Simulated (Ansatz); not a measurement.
GaN (model structure, started from the NiAs type, P6₃/mmc, No. 194, 4 atoms in the cell) was calculated with r²SCAN+SOC in Ansatz (PAW).

Run with plane-wave cutoff 560 eV, 12×12×8 k mesh (along the axes of the cell as run), Fermi–Dirac smearing 0.01 eV, PAW data made under PBE.

Cell (relaxed with PBEsol):

```xyz
4
Lattice="2.9687 0.0000 0.0000 -1.4843 2.5709 0.0000 0.0000 0.0000 5.0406" Properties=species:S:1:pos:R:3 pbc="T T T"
Ga     0.0000     0.0000     0.0000
Ga     0.0000     0.0000     2.5203
N      0.0000     1.7140     1.2602
N      1.4843     0.8570     3.7805
```

Task: Give the computed band gap and smallest direct gap on the k points sampled.

Result: 
- band gap = 1.88 eV (indirect)
- smallest direct gap on the k points sampled = 2.22 eV

Note: the relaxation could raise the start's symmetry but not lower it, so the cell can be a saddle point; cell and atoms aren't relaxed at this level (pressure -0.6 GPa).

Static lattice: no zero-point or thermal effects.

A model structure was made by putting elements into a prototype or built by hand; it is no filed structure, need not be a known phase, and can be a saddle point held by its symmetry.

Ansatz is a quantum-chemistry and plane-wave program.
